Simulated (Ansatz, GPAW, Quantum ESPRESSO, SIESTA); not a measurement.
Zn₂GeS₃ (P1, 6 atoms in the cell) computed with different codes at matched settings

Self-consistent single point, at a second geometry (atoms moved at random). First geometry:

```
CELL_PARAMETERS angstrom
      3.85802     0.00000     0.00000
     -1.92901     3.34114     0.00000
      0.00000     0.00000    10.53289
ATOMIC_POSITIONS crystal
  Zn 0.66667 0.33333 0.35154
  Zn 0.33333 0.66667 0.64820
  Ge 0.00000 0.00000 0.99998
  S  0.00000 0.00000 0.28468
  S  0.66667 0.33333 0.58446
  S  0.33333 0.66667 0.88114
```

Second geometry:
```xyz
6
Lattice="3.8580 0.0000 0.0000 -1.9290 3.3411 0.0000 0.0000 0.0000 10.5329" Properties=species:S:1:pos:R:3 pbc="T T T"
Zn     1.9503     1.0839     3.7394
Zn    -0.0322     2.2747     6.8452
Ge     0.0368    -0.0360    10.4741
S     -0.0082    -0.0214     2.9805
S      1.9356     1.1519     6.1112
S     -0.0243     2.2292     9.3480
```

Shared settings, as Ansatz (a quantum-chemistry and plane-wave program) writes them: kpoints.mp_grid.grid = 9 9 3; scf.occupations.method = fixed. Potentials and cutoffs stand in the table.

```json
[
 {"code": "Ansatz", "model": "PBEsol, PAW files made with PBE", "ΔF from the first geometry (meV/atom)": "14.7", "pressure (GPa)": "-2.13", "largest force (eV/Å)": "0.972", "gap on the mesh (eV)": "0.934", "cutoff": "30.9 Ry"},
 {"code": "GPAW", "model": "PBEsol, GPAW PAW datasets PBEsol (made by gpaw-setup)", "ΔF from the first geometry (meV/atom)": "14.9", "pressure (GPa)": "-2.08", "largest force (eV/Å)": "0.990", "gap on the mesh (eV)": "0.929", "cutoff": "800 eV"},
 {"code": "Quantum ESPRESSO", "model": "PBEsol, PSlibrary ultrasoft (PBE) pseudopotentials", "ΔF from the first geometry (meV/atom)": "16.5", "pressure (GPa)": "-2.33", "largest force (eV/Å)": "1.071", "gap on the mesh (eV)": "0.902", "cutoff": "50 Ry"},
 {"code": "SIESTA", "model": "GGA PBEsol, numerical atomic orbitals DZP, PseudoDojo PBEsol standard norm-conserving potentials (rewritten from UPF to PSML)", "ΔF from the first geometry (meV/atom)": "22.7", "pressure (GPa)": "-2.75", "largest force (eV/Å)": "1.458", "gap on the mesh (eV)": "1.007", "cutoff": "grid 300 Ry"}
]
```

Size of the force on each atom (eV/Å): Sizes of forces hide their directions.

| code | Zn1 | Zn2 | Ge3 | S4 | S5 | S6 |
|---|---|---|---|---|---|---|
| Ansatz | 0.415 | 0.217 | 0.773 | 0.239 | 0.537 | 0.972 |
| GPAW | 0.416 | 0.218 | 0.796 | 0.225 | 0.531 | 0.990 |
| Quantum ESPRESSO | 0.411 | 0.217 | 0.865 | 0.239 | 0.534 | 1.071 |
| SIESTA | 0.315 | 0.263 | 1.285 | 0.211 | 0.514 | 1.458 |

Gaps are read on the mesh.

The spread over the programs that give each value: ΔF from the first geometry within 8.0 meV/atom; pressure within 0.67 GPa; largest force within 0.486 eV/Å; gap on the mesh within 0.105 eV.

SIESTA uses small atom-centred bases, whose incompleteness enters pressures, forces and empty levels differently from a plane-wave cutoff. Ansatz's pressure is given at a fixed set of plane waves, as the other plane-wave codes print theirs; with its correction for the finite basis it is -2.09 GPa. In the force vectors, Quantum ESPRESSO (by 0.082) and SIESTA (by 0.496) lie more than 0.08 eV/Å from the median of the plane-wave programs.

The starting cell comes from a database of computed structures (which also holds hypothetical and non-ambient phases and stackings), without a prior relaxation at this level. For this run, on top of that: atoms moved at random.

Left out of this page: CP2K (unsound by tests on forces, stress, charge or solver warnings).

Keys are those of Ansatz 0.2.
